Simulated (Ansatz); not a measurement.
End structure of a constructed model of the (0001) surface of hcp Os, a pseudomorphic layer of Ag in the host's stacking (bottom of the slab: a bare face, its two planes held):

```xyz
7
Lattice="2.7542 0.0000 0.0000 -1.3771 2.3852 0.0000 0.0000 0.0000 29.5000" Properties=species:S:1:pos:R:3 pbc="T T T"
Os     1.3771     0.7951     8.0391
Os     0.0000     1.5902    10.2123
Os     1.3771     0.7951    12.3618
Os     0.0000     1.5902    14.5728
Os     1.3771     0.7951    16.7440
Os     0.0000     1.5902    18.8289
Ag     1.3771     0.7951    21.3020
```

Slab: 7 atoms, 13.4 Å thick at the start; k 16x16x1, smearing 0.1 eV, dipole-corrected; 2 atoms held, the rest relaxed; symmetry of the start imposed; no spin, no spin-orbit, no U. It is one candidate, not shown to be the stable structure of the face.

Problem. Estimate the work function of the top face that PBE run with Ansatz (an electronic-structure program) returns for this input.

Solution. 4.72 eV
